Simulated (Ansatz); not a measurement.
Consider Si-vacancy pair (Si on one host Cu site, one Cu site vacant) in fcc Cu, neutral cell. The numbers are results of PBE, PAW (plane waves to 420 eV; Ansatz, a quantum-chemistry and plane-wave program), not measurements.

Settings: 32 host sites, the relaxed PBE lattice, a 2×2×2 k-point mesh shifted by half a step, smearing 0.10 eV, spin-restricted, no image-charge correction. No zero-point or tunnelling terms. Forms of the defect that were not tried may lie lower.

Barriers: single points on a 4×4×4 k-point mesh shifted by half a step at the bands' geometries.

The step: direct exchange of Si with the vacancy (Si-vacancy distance between ideal sites 2.57 Å throughout). Atoms about the jump, Cartesian Å from the middle of the jump, before and after:

| atom | x0 | y0 | z0 | x1 | y1 | z1 |
|---|---|---|---|---|---|---|
| Si1 | 0.00 | -0.90 | -0.90 | 0.00 | 0.90 | 0.90 |
| Cu2 | -1.76 | 0.90 | -0.88 | -1.76 | 0.88 | -0.90 |
| Cu3 | 1.76 | 0.89 | -0.88 | 1.76 | 0.88 | -0.89 |
| Cu4 | -1.76 | -0.88 | 0.89 | -1.76 | -0.89 | 0.88 |
| Cu5 | 1.76 | -0.88 | 0.90 | 1.76 | -0.90 | 0.88 |
| Cu6 | 0.00 | 2.71 | -0.88 | 0.00 | 2.72 | -0.91 |
| Cu7 | 0.00 | 0.91 | -2.72 | 0.00 | 0.88 | -2.71 |
| Cu8 | 0.00 | -2.72 | 0.91 | 0.00 | -2.72 | 0.88 |
| Cu9 | 0.00 | -0.88 | 2.72 | 0.00 | -0.91 | 2.72 |
| Cu10 | -1.81 | -0.91 | -2.73 | -1.80 | -0.91 | -2.71 |
| Cu11 | 1.82 | -0.91 | -2.73 | 1.80 | -0.91 | -2.71 |
| Cu12 | 1.80 | 2.71 | 0.91 | 1.82 | 2.73 | 0.91 |
| Cu13 | -1.80 | 2.71 | 0.91 | -1.81 | 2.73 | 0.91 |
| Cu14 | -1.81 | -2.73 | -0.91 | -1.80 | -2.71 | -0.91 |
| Cu15 | -1.80 | 0.91 | 2.71 | -1.81 | 0.91 | 2.73 |
| Cu16 | 1.82 | -2.73 | -0.91 | 1.80 | -2.71 | -0.91 |
| Cu17 | 1.80 | 0.91 | 2.71 | 1.82 | 0.91 | 2.73 |

**Question.** Predict the transition state.

**Answer.** 
| atom | x | y | z |
|---|---|---|---|
| Si1 | 0.00 | 0.01 | -0.02 |
| Cu2 | -1.92 | 0.92 | -0.93 |
| Cu3 | 1.93 | 0.92 | -0.93 |
| Cu4 | -1.90 | -0.92 | 0.91 |
| Cu5 | 1.91 | -0.92 | 0.91 |
| Cu6 | 0.00 | 2.65 | -0.86 |
| Cu7 | 0.00 | 0.85 | -2.67 |
| Cu8 | 0.00 | -2.67 | 0.85 |
| Cu9 | 0.00 | -0.86 | 2.66 |
| Cu10 | -1.78 | -0.92 | -2.74 |
| Cu11 | 1.79 | -0.92 | -2.74 |
| Cu12 | 1.79 | 2.72 | 0.91 |
| Cu13 | -1.78 | 2.72 | 0.91 |
| Cu14 | -1.78 | -2.73 | -0.93 |
| Cu15 | -1.78 | 0.91 | 2.72 |
| Cu16 | 1.78 | -2.73 | -0.93 |
| Cu17 | 1.78 | 0.91 | 2.72 |
It lies 0.64 eV above the start and 0.64 eV above the end. The saddle point's order was not checked, and it lies on a symmetry element of the cell, where a band can be held.
